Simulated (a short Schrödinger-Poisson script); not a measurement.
System: gated Al0.33Ga0.67As/GaAs modulation-doped gas in a quantum well, at 300 K.

```csv
layer,material,thickness (nm),Nd (cm⁻³),Na (cm⁻³)
1,Al0.33Ga0.67As,8,-,-
2,Al0.33Ga0.67As,20,6.8e17,-
3,Al0.33Ga0.67As,20,-,-
4,GaAs,10,-,-
5,Al0.33Ga0.67As,4000,-,1e15
```

The device is made up for the run: typed textbook-type constants, with dimensions and the other settings drawn at random. Al0.33Ga0.67As: permittivity 11.96, conduction-band edge (eV) 0.261, gap (eV) 1.836, electron mass (mₑ) 0.0944, Nv at 300 K (cm⁻³) 9e18. GaAs: permittivity 12.9, conduction-band edge (eV) 0, gap (eV) 1.424, Nv at 300 K (cm⁻³) 9e18.

Channel valleys (confinement mass, in-plane density-of-states mass, number): Γ 0.067, 0.067, 1. At the gate the conduction-band edge of layer 1 lies 0.81 eV − eVg above the Fermi level of the channel; the field vanishes at the back. Donor level 0.05 eV below the band edge. The barrier under the gate holds no holes. Gaps are held at their typed values at every temperature. Mesh 0.08 nm at interfaces.

From a short Schrödinger-Poisson script (our own, NumPy): 1D Poisson equation in equilibrium, electrons quantum, Hartree (BenDaniel-Duke, 40 states a valley, the channel's in-plane mass for all, wave functions free to enter the barrier), parabolic valleys, classical holes, donors ionised by Fermi statistics, acceptors fully, no traps, pinning or gate leakage.

### Question
List the lowest subbands of each valley and their electrons at Vg = 0.5 V.

### Answer
| valley | subband | energy from the Fermi level (meV) | electrons (cm⁻²) | share (%) |
|---|---|---|---|---|
| Γ | 0 | 27.1 | 2.17e11 | 93.0 |
| Γ | 1 | 116.7 | 7.88e9 | 3.4 |
| Γ | 2 | 127.4 | 5.23e9 | 2.2 |

All electrons: 2.34e11 cm⁻².
